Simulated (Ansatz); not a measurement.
Amorphous Hf18O36C, 55 atoms at 9.65 g/cm³, one PBE-relaxed geometry, zone centre. Methods: PBE, scalar-relativistic without spin-orbit coupling (Ansatz, a first-principles code); r2SCAN, scalar-relativistic without spin-orbit coupling (Ansatz); HSE06, scalar-relativistic without spin-orbit coupling (Ansatz). Plane waves to 420 eV (r2SCAN 500 eV); exact exchange is cut at the cell's faces. At PBE the levels at the filled edge of the gap are localised (band-tail or defect states), and the nearest spread-out levels lie 4.0 eV apart at the zone centre. All rungs ran without spin polarisation.

It comes from a melt-quench run on a machine-learned potential (CHGNet), relaxed afterwards by DFT. O atoms were pushed apart under 1.9 Å during the dynamics, to hinder bonds among them. The hot cell started wider than the set density and was brought back towards it in steps. It is the lowest in DFT energy of 2 quenches. It is a model cell: composition and starting density were chosen by hand, and all elements were melted together. No dispersion term was used. Its density started from a set value of 8.91 and ended at 9.65 g/cm³. The simulated quench (nominally 300 K/ps over its main leg) is rapid and tends to freeze in more defects than a deposited or slowly cooled glass has. One small periodic cell is one sample of the glass; other quenches scatter about these values. Volume and shape were free in the relaxation. On a 2×2×2 Γ-centred mesh force components of up to 0.16 eV/Å stay, since the relaxation ran on the zone centre alone.

The relaxation ran on the zone centre alone. At PBE the level gap is 1.99 eV on a 2×2×2 Γ-centred mesh, and the spacing at the zone centre alone 2.14 eV.

Task: What zone-centre spacing does r2SCAN give, roughly?

Result: 2.42 eV (+0.28 eV against PBE).

Task: What zone-centre spacing does HSE06 give, roughly?

Result: 3.22 eV (+1.09 eV against PBE).

The highest filled and the lowest empty state spread over these numbers of atoms (participation numbers): PBE: 5.6 and 21.7; r2SCAN: 5.3 and 21.0; HSE06: 5.0 and 22.0.
